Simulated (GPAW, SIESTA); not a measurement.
A SIESTA input for a self-consistent single point of GaFe (P-6m2, 2 atoms in the cell) (DFT, GGA PBEsol, numerical atomic orbitals TZP, PseudoDojo PBEsol standard norm-conserving potentials (rewritten from UPF to PSML)):

```
# files in the folder: Ga.psml Fe.psml (PseudoDojo PBEsol standard)
SystemName  GaFe
SystemLabel siesta

NumberOfAtoms                2
NumberOfSpecies              2
%block ChemicalSpeciesLabel
  1 31 Ga
  2 26 Fe
%endblock ChemicalSpeciesLabel
LatticeConstant              2.732191 Ang
%block LatticeVectors
     1.000000000    0.000000000    0.000000000
    -0.499999817    0.866025106    0.000000000
     0.000000000    0.000000000    1.466735305
%endblock LatticeVectors
AtomicCoordinatesFormat      Ang
%block AtomicCoordinatesAndAtomicSpecies
     0.000000000    0.000000000    2.003700500  1
     1.366097033    0.788714545    0.000000000  2
%endblock AtomicCoordinatesAndAtomicSpecies

XC.functional                GGA
XC.authors                   PBEsol
PAO.BasisSize                TZP
PAO.EnergyShift              0.01 Ry
MeshCutoff                   400 Ry
%block kgrid.MonkhorstPack
   11   0   0  0.0
    0  11   0  0.0
    0   0   7  0.0
%endblock kgrid.MonkhorstPack
OccupationFunction           FD
ElectronicTemperature        100.0 meV
Spin                         polarized
%block DM.InitSpin
  1 +0.00
  2 +4.00
%endblock DM.InitSpin

MaxSCFIterations             150
SCF.Mixer.Method             Pulay
SCF.Mixer.Weight             0.1
SCF.Mixer.History            8
SCF.DM.Tolerance             1.0E-04
Diag.ParallelOverK           true
WriteForces                  true
Charge.Mulliken              end
```

Q: Give the GPAW input for the same structure, mesh, smearing and functional.

A: One input that does it (others would too):

```python
from ase import Atoms
from ase.units import GPa
from gpaw import GPAW

atoms = Atoms(['Ga', 'Fe'],
              cell=[[2.732191, 0.000000, 0.000000],
                    [-1.366095, 2.366146, 0.000000],
                    [0.000000, 0.000000, 4.007401]],
              positions=[[0.000000, 0.000000, 2.003700],
                         [1.366097, 0.788715, 0.000000]],
              pbc=True)

atoms.set_initial_magnetic_moments([0.0, 4.0])

calc = GPAW(spinpol=True,
            mode={'name': 'pw', 'ecut': 800},
            xc='PBEsol',
            kpts=(11, 11, 7),
            occupations={'name': 'fermi-dirac', 'width': 0.1},
            nbands=-10,
            convergence={'density': 1e-05, 'energy': 1e-05},
            symmetry={'symmorphic': False, 'tolerance': 0.0005},
            maxiter=150,
            txt='-')

atoms.calc = calc

energy = atoms.get_potential_energy()
print('Energy (eV):', round(energy, 6))
forces = atoms.get_forces()
print('Forces (eV/Ang):')
print(forces.round(5))
stress = atoms.get_stress()
print('Stress (GPa, Voigt):', (stress / GPa).round(4))
```

Basis, cutoffs, solver keys and any potentials are the target program's own. This input uses DFT PBEsol, plane waves, GPAW PAW datasets PBEsol (made by gpaw-setup). Both were run: pressure -5.45 GPa in SIESTA and -2.78 in GPAW; size of the net moment 1.05 μB/atom in SIESTA and 0.99 in GPAW.

On SIESTA: the starting cell comes from a database of computed structures (which also holds hypothetical and non-ambient phases and stackings), without a prior relaxation at this level. Its lattice was rescaled by a random factor within 2.5 % of one. With one magnetic atom in the cell only a parallel order is possible. Values carry the incompleteness of an atom-centred basis. With a pressure of about -5 GPa the cell is away from its equilibrium volume at this level.

On GPAW: the starting cell comes from a database of computed structures (which also holds hypothetical and non-ambient phases and stackings), without a prior relaxation at this level. Its lattice was rescaled by a random factor within 2.5 % of one. With one magnetic atom in the cell only a parallel order is possible.
